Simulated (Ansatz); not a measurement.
A computed series for C: pressure series

Take C in the graphite type structure (space group P6_3/mmc, No. 194; layered, stacked along the Cartesian z axis) as the base.

```
C
1.0
    2.46498     0.00000     0.00000
   -1.23249     2.13473     0.00000
    0.00000     0.00000     6.72886
C
4
Direct
  0.00000   0.00000   0.25000
  0.00000   0.00000   0.75000
  0.33333   0.66667   0.25000
  0.66667   0.33333   0.75000
```

Cell and atoms are relaxed at each pressure.

Level of theory: PBE-D3(BJ)/PAW in Ansatz (a program for electronic structure), scalar-relativistic without spin-orbit coupling, earlier PAW set.

Candidates:
(a) pressure 0.3 GPa
(b) pressure 7.5 GPa
(c) pressure −1 GPa
(d) pressure 10 GPa
(e) pressure 1.5 GPa

Base values:

The c/a ratio is 2.730.

Task: Order them by c/a ratio, lowest first.

Result: (d) pressure 10 GPa (2.407), (b) pressure 7.5 GPa (2.454), (e) pressure 1.5 GPa (2.638), (a) pressure 0.3 GPa (2.709), (c) pressure −1 GPa (2.833)

The mesh was chosen for an insulator and is coarse for the gapless case. Load acts through the strain it causes; cell and atoms are relaxed under it. No phonon test of stability was made. No other phases were tried under pressure.
